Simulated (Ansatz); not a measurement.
The parent structure is WC (space group P-6m2, No. 187; a = 2.922 Å, c = 2.847 Å).

(Cell as relaxed with PBE.)

Levels (all Ansatz, an electronic-structure program, PAW): PBE (420 eV, without spin-orbit coupling); r2SCAN (500 eV, spin-orbit coupling left out).

Each level relaxes its own structure.

```json
[
 {"quantity": "volume per atom", "PBE": "10.52 Å³", "r2SCAN": "(withheld)"},
 {"quantity": "lattice parameter a", "PBE": "2.922 Å", "r2SCAN": "(withheld)"},
 {"quantity": "lattice parameter c", "PBE": "2.847 Å", "r2SCAN": "(withheld)"},
 {"quantity": "band gap", "PBE": "zero", "r2SCAN": "(withheld)"}
]
```

**Question.** Predict the r2SCAN column.

**Answer.** 
- volume per atom, r2SCAN: 10.42 Å³
- lattice parameter a, r2SCAN: 2.912 Å
- lattice parameter c, r2SCAN: 2.836 Å
- band gap, r2SCAN: zero

PBE's volume per atom lies 0.110 Å³ above r2SCAN's (1.1 %); PBE's lattice parameter a lies 0.010 Å above r2SCAN's (0.3 %); PBE's lattice parameter c lies 0.011 Å above r2SCAN's (0.4 %); the two agree on the band gap. Neither level is exact; r2SCAN is the comparison here, not a measurement.

Whether these cells are dynamically stable was not tested. All final runs are without spin polarisation.
